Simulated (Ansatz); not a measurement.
**Element substitutions in ZnSe**

The parent structure is ZnSe in the zinc blende structure (space group F-43m, No. 216).

ZnSe is modelled in the cubic space group F-43m (No. 216), the zinc blende structure, Pearson symbol cF8. Cell: a = b = c = 5.634 Å, α = β = γ = 90.00°. Se on 4c is surrounded by 4 Zn at 2.439 Å (tetrahedral). Zn on 4a is coordinated by 4 Se at 2.439 Å (tetrahedral). (Neighbours: up to the widest gap in distance over summed covalent radii, below 1.35, at either atom; cation-cation and far metal-metal contacts left out.)
(The calculation used a cell of 2 atoms; values per cell refer to that cell.)

Each row replaces one element on all its sites; cell and atoms are relaxed.

Levels (all Ansatz, a quantum-chemistry and plane-wave program, PAW): PBEsol (420 eV, spin-orbit coupling left out); r2SCAN (500 eV, no spin-orbit coupling).

Band gaps by level, all at the geometries relaxed with PBEsol:

| case | PBEsol | r2SCAN |
|---|---|---|
| base | 1.24 eV | 1.94 eV |
| Se → Pd | zero | zero |
| Se → S | 2.09 eV | 2.79 eV |
| Se → Br | zero | zero |

Single points use the geometry relaxed with PBEsol. Stability against distortions was not tested. As relaxed here, ZnPd and ZnBr are hypothetical phases, not in the database extracts checked. The final runs are not spin-polarised. An odd electron count without spin: ZnBr.
